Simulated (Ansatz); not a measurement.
Structure of amorphous Zr$_{20}$O$_{41}$Li$_{2}$ (periodic cell):

```xyz
63
Lattice="9.5208 0.0255 0.0113 0.0255 9.0412 0.4084 0.0113 0.4084 9.0104" Properties=species:S:1:pos:R:3 pbc="T T T"
Zr     7.9087     0.8341     2.0781
Zr     9.2836     6.9055     3.3694
Zr     6.3412     1.1064     5.7887
Zr     3.1651     8.5913     4.3394
Zr     2.6435     5.5015     2.5552
Zr     6.0202     6.4584     2.9741
Zr     2.8829     4.4153     8.5602
Zr     1.4940     7.3561     7.8116
Zr     9.4518     2.2684     7.9919
Zr     7.8194     8.1023     9.1734
Zr     5.2792     2.6744     3.0081
Zr     8.7915     4.3530     0.9120
Zr     4.9527     7.3795     7.0713
Zr     2.0291     1.7378     1.9671
Zr     6.1219     3.0213     8.8042
Zr     3.0724     1.3891     6.9161
Zr     8.0904     5.9222     6.4254
Zr     0.1567     0.3279     5.3391
Zr     4.5499     8.6353     1.0095
Zr     4.3497     4.7557     5.4318
O      5.1348     1.5025     1.2657
O      3.4329     3.4598     6.7369
O      0.8053     4.1002     8.4771
O      7.6921     1.2174     8.9083
O      4.8645     4.4667     9.0110
O      3.7188     1.5974     3.5915
O      2.8395     3.5802     1.6988
O      7.1784     3.0516     1.7140
O      0.2655     9.0130     8.1069
O      7.5286     5.9181     1.6289
O      8.2460     1.7545     6.1262
O      5.7860     7.6947     8.9077
O      2.1383     5.8342     0.3889
O      5.2490     1.5617     7.5911
O      4.5444     9.1772     5.9988
O      8.9284     6.4592     8.4256
O      5.9852     5.6590     6.6114
O      3.2439     6.0681     7.0354
O      5.7188     3.1274     5.1729
O      0.1736     7.2101     6.0145
O      2.4363     2.0482     8.7732
O      3.3434     8.5490     8.3776
O      5.0092     4.6985     3.2733
O      2.6423     4.6053     4.3706
O      1.2726     1.0047     3.7048
O      2.9619     9.0014     2.2440
O      6.6699     1.3510     3.7084
O      4.1815     6.8628     2.0675
O      7.0353     8.2789     6.8345
O      7.8763     3.8393     8.1556
O      0.0382     2.0292     1.3007
O      7.5202     6.3579     4.3654
O      1.2012     2.0647     6.3306
O      8.6163     8.8136     4.1355
O      9.0944     8.1211     1.7602
O      6.4416     8.3315     2.1343
O      4.5661     6.9693     4.7412
O      0.4705     5.1039     2.4150
O      1.7687     7.1247     3.6399
O      2.1517     8.7269     6.1826
O      9.0292     4.5061     5.6021
Li     7.7747     3.3321     5.0334
Li     1.2551     3.8157     5.3934
```

Method: PBE, scalar-relativistic without spin-orbit coupling (plane waves to 420 eV, PAW; Ansatz, an electronic-structure program).

A CHGNet melt-quench gave the starting glass, which DFT then relaxed. O atoms were pushed apart under 1.9 Å during the dynamics, to hinder bonds among them. The hot cell started wider than the set density and was brought back towards it in steps. It is the lowest in DFT energy of 2 quenches. It is a model cell: composition and starting density were chosen by hand, and all elements were melted together. No dispersion term was used. Its density started from a set value of 5.21 and ended at 5.35 g/cm³. The simulated quench (nominally 300 K/ps over its main leg) is rapid and tends to freeze in more defects than a deposited or slowly cooled glass has. One small periodic cell is one sample of the glass; other quenches scatter about these values. Volume and shape were free in the relaxation.

Neighbours within Zr-Zr 3.41 Å, Zr-O 2.80 Å, Zr-Li 3.14 Å, O-O 1.58 Å, O-Li 2.33 Å, Li-Li 2.86 Å count as bonded. Two cations that share two anions don't count as bonded, nor two that share one unless they lie closer than Zr-Zr 3.32 Å, Zr-Li 3.05 Å, Li-Li 2.78 Å.

Problem. Give the coordination numbers, mean bond lengths and angles.

Solution. 
```json
{
  "Mean coordination of Zr by anions": "6.85 (5 with 6, 13 with 7, 2 with 8); 1 close contacts or bonds to cations besides",
  "Mean coordination of O": "3.49 (1 with 2, 19 with 3, 21 with 4)",
  "Mean coordination of Li by anions": "3.00 (2 with 3); 1 close contacts or bonds to cations besides",
  "Mean Zr-O bond": "2.197 Å (spread 0.157 Å, 137 counted)",
  "Mean O-Li bond": "1.936 Å (spread 0.085 Å, 6 counted)",
  "Bond angle at Zr": "mean 101.5°, spread 30.1°",
  "Bond angle at O": "mean 111.3°, spread 18.1°",
  "Bond angle at Li": "mean 105.0°, spread 27.5°"
}
```

Problem. List the pairs of like atoms that count as bonded by the rules above.

Solution. There are none by these rules.
